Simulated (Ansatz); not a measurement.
A periodic model of amorphous In9Ga9Zn9O35:

```xyz
62
Lattice="9.2127 0.0000 0.0000 0.0000 9.2127 0.0000 0.0000 0.0000 9.2127" Properties=species:S:1:pos:R:3 pbc="T T T"
In     7.3732     7.4568     0.9024
In     7.6007     1.3124     6.0776
In     4.6765     7.4753     3.6949
In     3.3813     0.9689     2.1884
In     3.0890     0.8121     8.3290
In     6.3943     4.6311     5.0250
In     4.3618     1.9836     5.4214
In     8.1578     7.7330     4.1779
In     8.2836     4.3663     2.0078
Ga     2.6227     7.2233     6.4816
Ga     0.6167     5.7639     8.5411
Ga     4.0535     7.1138     0.1861
Ga     0.6969     2.9712     7.2420
Ga     6.4795     1.5643     0.2791
Ga     6.0101     7.3012     6.8971
Ga     3.3106     4.3940     3.5797
Ga     0.1921     0.6559     2.2055
Ga     3.4855     4.4141     7.6497
Zn     1.6759     6.8443     2.2574
Zn     0.9851     2.6009     4.0957
Zn     1.8043     3.4196     0.9610
Zn     0.2541     9.1156     8.6165
Zn     6.9764     4.3051     8.1114
Zn     6.5170     1.3308     3.1853
Zn     5.2042     4.2976     1.4617
Zn     1.4456     0.2351     5.3569
Zn     0.6784     5.3887     5.0794
O      6.3675     2.5313     4.8305
O      2.7337     7.8583     8.2718
O      6.9334     5.6969     6.7210
O      4.3887     7.0333     5.8085
O      3.1973     0.4996     6.2997
O      1.7027     0.7585     3.4986
O      6.8048     2.2952     7.8355
O      8.8349     7.2946     8.5309
O      2.7477     3.1560     4.8062
O      5.0217     5.1930     3.4385
O      5.6838     7.7388     8.6846
O      6.5611     2.7665     1.7627
O      8.9697     4.0798     8.3901
O      4.6633     1.0562     0.4471
O      4.0899     5.2466     0.0035
O      7.9248     0.4194     0.7375
O      1.0475     5.3121     1.1166
O      3.4854     7.7163     1.8892
O      1.9592     5.4900     7.1284
O      1.6117     0.7955     0.7156
O      0.0582     7.9038     2.2996
O      3.4585     3.2528     2.0450
O      0.3518     1.0924     6.9897
O      6.8997     5.3067     0.7515
O      6.9729     8.5087     5.8725
O      0.0716     3.5068     5.5805
O      4.7401     0.5532     3.7478
O      8.1511     5.4744     3.9254
O      4.7820     3.8207     6.5441
O      2.3692     2.9398     8.2006
O      2.1899     5.8173     3.8558
O      8.2834     0.7423     3.9151
O      6.5140     7.7926     2.8044
O      0.3523     2.7322     2.2300
O      0.9745     7.5540     5.5868
```

Calculation: PBE, scalar-relativistic without spin-orbit coupling (plane waves to 420 eV, PAW; Ansatz, a quantum-chemistry and plane-wave program). The usual formal charges leave 2 electrons over, so the level spacing at the Fermi energy parts defect or band states and needn't be the band gap.

The cell was made by melting and quenching with the CHGNet potential and then relaxed with DFT. O atoms were pushed apart under 1.9 Å during the dynamics, to hinder bonds among them. The hot cell started wider than the set density and was brought back towards it in steps. It is the lowest in DFT energy of 2 quenches. It is a model cell: composition and starting density were chosen by hand, and all elements were melted together. No dispersion term was used. Its density started from a set value of 5.97 and ended at 5.97 g/cm³. The quench (nominally 210 K/ps over its main leg) was far faster than any real one, so the model tends to hold more defects than a real film. A cell of this size samples the disorder only roughly. The volume was held where the preparation left it, at a PBE pressure of 2.2 GPa. Stress components on the final sampling reach 2.6 GPa. On a 2×2×2 Γ-centred mesh force components of up to 0.15 eV/Å stay, since the relaxation ran on the zone centre alone.

Neighbours within In-In 3.12 Å, In-Ga 2.90 Å, In-Zn 2.90 Å, In-O 2.62 Å, Ga-Ga 2.68 Å, Ga-Zn 2.68 Å, Ga-O 2.26 Å, Zn-Zn 2.68 Å, Zn-O 2.48 Å, O-O 1.58 Å count as bonded. Two cations that share two anions don't count as bonded, nor two that share one unless they lie closer than In-In 3.04 Å, In-Ga 2.82 Å, In-Zn 2.82 Å, Ga-Ga 2.61 Å, Ga-Zn 2.61 Å, Zn-Zn 2.61 Å.

Task: Give the coordination numbers, mean bond lengths and angles.

Result: 
```yaml
Mean coordination of In by anions: 5.33 (6 with 5, 3 with 6)
Mean coordination of Ga by anions: 4.22 (8 with 4, 1 with 6)
Mean coordination of Zn by anions: 4.22 (7 with 4, 2 with 5)
Mean coordination of O: 3.54 (16 with 3, 19 with 4)
Mean In-O bond: 2.207 Å (spread 0.104 Å, 48 counted)
Mean Ga-O bond: 1.914 Å (spread 0.069 Å, 38 counted)
Mean Zn-O bond: 2.049 Å (spread 0.091 Å, 38 counted)
Bond angle at In: mean 105.7°, spread 28.3°
Bond angle at Ga: mean 108.6°, spread 19.3°
Bond angle at Zn: mean 107.8°, spread 20.3°
Bond angle at O: mean 111.3°, spread 16.0°
```

Task: List the pairs of like atoms that count as bonded by the rules above.

Result: There are none by these rules.
